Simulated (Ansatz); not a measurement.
Start from SnO$_{2}$ in the rutile structure (space group P4_2/mnm, No. 136; a = 4.7685 Å, c = 3.2114 Å).

It is then changed as follows: every lattice vector is shortened by 1.53 %; the atoms relax in the strained cell.

Levels (all Ansatz, a quantum-chemistry and plane-wave program, PAW, earlier PAW set): PBEsol (420 eV, no SOC); r2SCAN (500 eV, no spin-orbit coupling); HSE06 (420 eV, scalar-relativistic without spin-orbit coupling); PBEsol+SOC (420 eV, with spin-orbit coupling).

One geometry, relaxed with PBEsol, under each level:

The valence-band top lists the three highest levels at Γ (Kramers pairs under SOC), from the VBM.

```tsv
level	band gap	lowest conduction level above the VBM at special points	valence-band top at Γ	electron mass	hole mass	pressure
PBEsol	1.44 eV	Γ 1.44 eV; X 4.63 eV; A 4.99 eV; M 5.08 eV	0.00, -0.81, -0.81 eV	0.19 mₑ along c, 0.22 mₑ across (at Γ)	1.6 mₑ along c, 1.2 mₑ across (at Γ)	10.11 GPa
r2SCAN	2.25 eV	Γ 2.25 eV; X 5.45 eV; A 5.93 eV; M 5.93 eV	–	–	–	8.91 GPa
HSE06	?	?	–	–	–	–
PBEsol+SOC	1.45 eV	Γ 1.45 eV; X 4.64 eV; A 4.99 eV; M 5.09 eV	0.00, -0.80, -0.83 eV	0.19 mₑ along c, 0.22 mₑ across (at Γ)	1.6 mₑ along c, 1.2 mₑ across (at Γ)	10.06 GPa
```

Q: Give the withheld HSE06 results.

A: 
- HSE06, band gap: 3.33 eV
- HSE06, lowest conduction level above the VBM at special points: Γ 3.33 eV; X 6.65 eV; A 7.09 eV

Single points use the geometry relaxed with PBEsol. Their cutoffs differ, which shifts pressures a little. The spin-orbit shifts are approximate. Masses are band curvatures over ±0.01 Å⁻¹ around the edge. Whether these cells are dynamically stable was not tested.
